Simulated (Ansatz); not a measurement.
A hypothetical phase is included: elements placed on a structure type, which no database files for this compound.

The decay constant κ of evanescent states in the gap governs leakage through a thin film.

Consider the following.

```yaml
crystal:
  lattice:
    - [3.23957, 0.00000, 0.00000]
    - [0.00000, 4.66105, 0.00000]
    - [1.61979, 0.00000, 2.80555]
  atoms:
    - { symbol: Hf, position: [0.00000, 0.00000, 0.00000] }
    - { symbol: O, position: [0.33333, 0.79154, 0.33333] }
    - { symbol: O, position: [0.66667, 0.20846, 0.66667] }
```

The cell was relaxed by PBE-D3(BJ); by r2SCAN it stands under a pressure of -2.1 GPa.

Transport runs along the normal of the first two printed cell vectors, the (100) plane of the conventional cell.

The gap is the functional's own. No spin-orbit coupling. Mid-gap values are those at the computed energy nearest the middle.

### Question
State the band gap and the smallest decay constant κ at mid-gap according to r2SCAN in Ansatz (an electronic-structure program).

### Answer
Gap 4.98 eV on a 10×8×10 mesh; κ = 0.372 1/Å, at the zone centre.
